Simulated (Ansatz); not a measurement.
An Ansatz (a first-principles code) run: ScAl3; PBE (Ansatz, PAW, no spin-orbit coupling), earlier PAW set.

Input:

Ansatz 0.2 input:
```yaml
crystal:
  lattice:
    - [4.10544907, 0, 0]
    - [0, 4.10544907, 0]
    - [0, 0, 4.10544907]
  atoms:
    - { symbol: Al, position: [0, 0.5, 0.5] }
    - { symbol: Al, position: [0.5, 0.5, 0] }
    - { symbol: Al, position: [0.5, 0, 0.5] }
    - { symbol: Sc, position: [0, 0, 0] }
basis: { ecutwfc: 420, ecutrho_ratio: 4, xc_grid: 2, fft_grid_basis: typed }
kpoints: { mp_grid: { grid: [11, 11, 11] } }
hamiltonian:
  xc: pbe
  dispersion: none
  pseudopotentials: { azcp: { folder: ./paw }, kind: paw }
scf: { occupations: { method: fermi_dirac, width: 0.05 }, convergence: { dr2_threshold: 0.0000000004 } }
output: { forces: true, stress: true }
checkpoint: { write: state.ck, write_every: 1000 }
```

Output (explanatory and most iteration lines left out):

```
Pseudopotential: Al, paw, valence charge 3
Pseudopotential: Sc, paw, valence charge 11
Crystal: 4 atoms, lattice volume = 69.196 Å³
Basis set: ecut = 420 eV, 1357 PW (Γ), exchange–correlation on 60×60×60 points (8 copies of the dense FFT grid, shifted against one another)
Bands: 14, of which v1, the nominal top of the filled ones, is band 10 counted from 1 (9 counted from 0)
Symmetry: 48 space group operations
Space group: Pm-3m (ITA 221), of the structure as read, at distance tolerance 4.1e-5 Å
k-points: 56 of 1331
Functional: x = pbe(κ = 0.804, μ = 0.2195149727645171), c = pbe(β = 0.06672455060314922)
SCF iter   1: F=—  HF=-3750.427142 eV  |F-HF|=—  |Δ(HF+E_count)|=         —  Δρ=2.55e-2  dr2=8.76e-1  ethr=3.10e-3  ⟨swp⟩=5.8  Hψ=4330  notcnv=0
SCF iter   2: F=—  HF=-3750.263323 eV  |F-HF|=—  |Δ(HF+E_count)|=   1.64e-1  Δρ=1.63e-2  dr2=2.72e-1  ethr=3.10e-3  ⟨swp⟩=2.0  Hψ=1434  notcnv=0
SCF 1 converged in 8 iterations: F = -3750.143513 eV  dr2 = 1.26e-10
SCF converged after 8 iterations
Free energy (F): -3750.143513 eV
Internal energy: -3750.133889 eV  (E = F + TS)
E sigma→0 (E₀):  -3750.138701 eV
Entropy (-TS):   -0.009625 eV (-2.406 meV/atom)
Fermi energy:    9.049467 eV
--- Forces (eV/Å), atoms counted from 1 ---
  atom   1  Al     0.00000000     0.00000000    -0.00000000
  atom   2  Al    -0.00000000     0.00000000     0.00000000
  atom   3  Al     0.00000000    -0.00000000    -0.00000000
  atom   4  Sc     0.00000000     0.00000000     0.00000000
--- Stress (GPa, compression-positive) ---
       -0.000158       0.000000       0.000000
        0.000000      -0.000158       0.000000
        0.000000       0.000000      -0.000158
  P = ⅓ Tr σ = -0.0002 GPa (-0.002 kbar)
```

No phonon test of stability was made. All final runs are without spin polarisation. The cell is ScAl3 in the Cu3Au type structure (space group Pm-3m, No. 221).
